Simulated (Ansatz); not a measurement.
Element substitutions in WSi2

Consider WSi2 (space group P6_222, No. 180; a cell from a computed database, its experimental status unchecked).

```
CELL_PARAMETERS angstrom
      4.57585     0.00000     0.00000
     -2.28792     3.96280     0.00000
      0.00000     0.00000     6.60345
ATOMIC_POSITIONS crystal
  Si 0.83619 0.67239 0.50000
  Si 0.16381 0.83619 0.83333
  Si 0.32761 0.16381 0.16667
  Si 0.16381 0.32761 0.50000
  Si 0.83619 0.16381 0.83333
  Si 0.67239 0.83619 0.16667
  W  0.00000 0.50000 0.16667
  W  0.50000 0.00000 0.50000
  W  0.50000 0.50000 0.83333
```

Each row replaces one element on all its sites; cell and atoms are relaxed.

Calculations: PBEsol, PAW, 420 eV (Ansatz, an electronic-structure program; no SOC).

```json
[
 {"variant": "base", "volume per atom": "13.30 Å³", "c/a ratio": "1.443"},
 {"variant": "Si → Pb", "volume per atom": "21.65 Å³", "c/a ratio": "1.386"},
 {"variant": "Si → Sn", "volume per atom": "19.17 Å³", "c/a ratio": "1.438"},
 {"variant": "Si → Te", "volume per atom": "21.56 Å³", "c/a ratio": "1.619"}
]
```

No phonon test of stability was made. As relaxed here, Pb2W, Sn2W and WTe2 are hypothetical phases, not in the database extracts checked. The final runs are not spin-polarised. Pb2W and WTe2 have a high density of states at the Fermi level and may be magnetic at this level.
